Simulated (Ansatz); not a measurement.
# Pressure series in BaHfO3

The parent structure is BaHfO₃ in the cubic perovskite structure (space group Pm-3m, No. 221; a = 4.158 Å).

Cell and atoms are relaxed at each pressure.

Computed with PBEsol (Ansatz, a quantum-chemistry and plane-wave program; PAW; 420 eV plane waves; without spin-orbit coupling).

```
case                 density  smallest direct gap  shortest interatomic distance
----------------  ----------  -------------------  -----------------------------
base              8.41 g/cm³              3.67 eV                        2.079 Å
pressure −2 GPa   8.31 g/cm³              3.66 eV                        2.087 Å
pressure −1 GPa   8.36 g/cm³              3.66 eV                        2.083 Å
pressure 0.3 GPa  8.42 g/cm³              3.67 eV                        2.078 Å
pressure 0.7 GPa  8.44 g/cm³              3.67 eV                        2.076 Å
pressure 1.5 GPa  8.48 g/cm³              3.67 eV                        2.073 Å
pressure 3 GPa    8.55 g/cm³              3.67 eV                        2.067 Å
pressure 5 GPa    8.64 g/cm³              3.67 eV                        2.060 Å
pressure 7.5 GPa  8.75 g/cm³              3.67 eV                        2.051 Å
pressure 10 GPa   8.86 g/cm³                    –                        2.043 Å
```

Spin-orbit coupling, missing from the scalar runs, can matter with Hf. Load acts through the strain it causes; cell and atoms are relaxed under it. Stability against distortions was not tested. Competing high-pressure phases were not computed. The base started in P4mm and relaxed to Pm-3m at this level.
